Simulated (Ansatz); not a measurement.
## Quick settings and what they miss: Na2NiO2 (Immm, 5 atoms in the cell)

Self-consistent single point.

```yaml
crystal:
  lattice:
    - [-1.44831, 2.29691, 4.86939]
    - [1.44831, -2.29691, 4.86939]
    - [1.44831, 2.29691, -4.86939]
  atoms:
    - { symbol: Na, position: [0.32114, 0.32114, 0.00000] }
    - { symbol: Na, position: [0.67886, 0.67886, 0.00000] }
    - { symbol: Ni, position: [0.00000, 0.00000, 0.00000] }
    - { symbol: O, position: [0.13078, 0.63078, 0.50000] }
    - { symbol: O, position: [0.86922, 0.36922, 0.50000] }
```

Level of theory: r2SCAN, default PAW files made with PBE (plane waves; Ansatz, an electronic-structure program).

Base settings: basis.ecutwfc = 500 eV; kpoints.mp_grid.grid = 9 9 9; hamiltonian.xc = r2scan; hamiltonian.pseudopotentials = {kind: paw} (the program's default PAW files); scf.occupations.method = fixed.

Tight run (finer mesh or higher cutoff; not a proven limit): basis.ecutwfc: 500 eV → 700 eV; kpoints.mp_grid.grid: 9 9 9 → 13 13 13; scf.convergence.dr2_threshold: default (1e-07 eV) → 1e-09 eV. It gave top of the valence band (on the code's own zero) 6.72 eV; gap on the k-point mesh 1.12 eV; pressure -6.30 GPa; largest force (vector length) 0.581 eV/Å.

Quick runs, as changes from the base:
- A: the base itself
- B: basis.ecutwfc: 500 eV → 250 eV; kpoints.mp_grid.grid: 9 9 9 → 2 2 2
- C: basis.ecutwfc: 500 eV → 250 eV; kpoints.mp_grid.grid: 9 9 9 → 4 4 4; scf.occupations.method: fixed → methfessel_paxton; kpoints.mp_grid.shift: default → 0.5 0.5 0.5; scf.occupations.width: default → 0.5 eV
- D: basis.ecutwfc: 500 eV → 350 eV; kpoints.mp_grid.grid: 9 9 9 → 4 4 4; scf.occupations.method: fixed → gaussian; scf.occupations.width: default → 0.272 eV
- E: kpoints.mp_grid.grid: 9 9 9 → 4 4 4
- F: basis.ecutwfc: 500 eV → 210 eV; kpoints.mp_grid.grid: 9 9 9 → 8 8 8; hamiltonian.xc: r2scan → lda; scf.occupations.method: fixed → methfessel_paxton; scf.occupations.width: default → 0.272 eV [LDA (PW92)]
- G: basis.ecutwfc: 500 eV → 420 eV; kpoints.mp_grid.grid: 9 9 9 → 3 3 3; hamiltonian.xc: r2scan → b3lyp [B3LYP]
- H: basis.ecutwfc: 500 eV → 420 eV; kpoints.mp_grid.grid: 9 9 9 → 3 3 3; hamiltonian.xc: r2scan → hse06 [HSE06]

Energies are extrapolated to zero smearing width, which holds to low order in the width alone.

Dashes: time of A, B, C, D, E, F, under 30 s; gap of C, F, left out as unsure on this mesh or at this smearing; energy of F, G, H, another energy zero; count of F, G, H, another kind of functional, whose work the count does not hold.

Gaps are read on each run's own mesh, which may miss the band edges.

† marks runs with another functional, U, potentials or spin treatment: their distance from the tight run is not a convergence error alone.

The count of work is k-points × plane waves × bands × iterations; it is no time. Core times come from one kind of shared machine and are given to one figure; runs under 30 s give none.

Pressures in the table are Ansatz's without its Pulay estimate, at a fixed set of plane waves; the tight run's value above holds the estimate.

The starting cell comes from a database of computed structures (which also holds hypothetical and non-ambient phases and stackings), without a prior relaxation at this level. Its lattice was rescaled by a random factor within 2.5 % of one. In the base run, with a pressure of about -6 GPa the cell is away from its equilibrium volume at this level.

```csv
run,energy less tight (meV/atom),pressure less tight (GPa),largest miss in a force vector (eV/Å),gap on the mesh less tight (eV),count of work / tight,core time / tight (rough)
A,2.4,-0.06,0.002,0.036,0.20,–
B,1285.3,-87.88,0.678,0.421,0.0025,–
C,1314.7,-89.80,0.397,–,0.0086,–
D,43.0,-4.20,0.021,0.021,0.017,–
E,4.0,-0.05,0.019,0.024,0.029,–
F†,–,-264.93,0.650,–,–,–
G†,–,1.92,0.162,2.486,–,0.3
H†,–,-0.16,0.129,2.093,–,0.3
```

Among the runs at the tight run's level, the energy misses run from 2.4 to 1314.7 meV/atom.

Keys are those of Ansatz 0.2.
